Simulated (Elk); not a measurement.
A self-consistent single point of CuAu (P1, 2 atoms in the cell) with Elk.

Computed with LDA (PW92), all-electron FP-LAPW, Elk's shipped species files, LAPW+lo basis run with Elk 10.2.4.

```yaml
crystal:
  lattice:
    - [2.85070, 0.00000, 0.00000]
    - [0.00000, 2.85070, 0.00000]
    - [0.00000, 0.00000, 3.58161]
  atoms:
    - { symbol: Cu, position: [0.49451, 0.49531, 0.50347] }
    - { symbol: Au, position: [0.00549, 0.00469, 0.99653] }
```

Reference input (self-consistent single point, DFT, PBE, all-electron FP-LAPW, Elk's shipped species files, LAPW+lo basis): xctype = 20; rgkmax = 7.5; stype = 3; swidth = 0.00367493 Ha; ngridk = 9 9 7; gmaxvr = 16 1/bohr; nxoapwlo = 1; rmtscf = 0.9. This run's input differs from it in these lines:

```diff
@@ -4,3 +4,3 @@
 xctype
-  20
+  3
```

Log, with long lists cut:

```
│ Self-consistent loop started │
│ Loop number : 1 │
 total energy                :     -20674.4640283
│ Loop number : 2 │
 total energy                :     -20675.2519593
RMS change in Kohn-Sham potential (target) :   0.2741764229     (  0.1000000000E-05)
Absolute change in total energy (target)   :   0.7879309905     (  0.1000000000E-03)
│ Loop number : 3 │
 total energy                :     -20678.0662780
RMS change in Kohn-Sham potential (target) :   0.2461985896     (  0.1000000000E-05)
Absolute change in total energy (target)   :    3.011301458     (  0.1000000000E-03)
│ Loop number : 4 │
   [... lines left out ...]
Absolute change in total energy (target)   :   0.3288266234E-02 (  0.1000000000E-03)
│ Loop number : 15 │
 total energy                :     -20689.8539402
RMS change in Kohn-Sham potential (target) :   0.1379520608E-05 (  0.1000000000E-05)
Absolute change in total energy (target)   :   0.5371748121E-03 (  0.1000000000E-03)
│ Loop number : 16 │
 total energy                :     -20689.8540393
RMS change in Kohn-Sham potential (target) :   0.5344260578E-06 (  0.1000000000E-05)
Absolute change in total energy (target)   :   0.3521502367E-04 (  0.1000000000E-03)
Convergence targets achieved

│ Loop number : 17 │

Energies :
 Fermi                       :     0.325248750797
 total energy                :     -20689.8540514

Density of states at Fermi energy :    11.95954111
 (states/Hartree/unit cell)

Estimated indirect band gap :   0.1119633946E-01
 from k-point    473 to k-point    380
Estimated direct band gap   :   0.3539191768E-01
 at k-point    321

Charges :
 core                        :    60.00000000
 valence                     :    48.00000000
 interstitial                :    2.772598833
 muffin-tins (core leakage)
  species :    1 (Cu)
   atom    1                 :    27.67288726     (  0.6298378154E-03)
  species :    2 (Au)
   atom    1                 :    77.55451391     (  0.4406706113E-03)
 total in muffin-tins        :    105.2274012
 total calculated charge     :    107.9906242
 total charge                :    108.0000000
 error                       :   0.9375838563E-02

│ Self-consistent loop stopped │
```

The run converged in 17 iterations. The count includes the last loop, which Elk runs after its targets are met. 

The starting cell comes from a database of computed structures (which also holds hypothetical and non-ambient phases and stackings), without a prior relaxation at this level. Its atoms were displaced at random from the sites of space group no. 123. Spin-orbit coupling is off. Spin polarisation is off. Values depend on the basis (sphere radii, cutoffs, local orbitals), which need not be converged. The log's line on a gap gives a spacing of levels on this mesh, which the program prints for metals too.

Cost on one core of a shared machine: roughly 2 min.
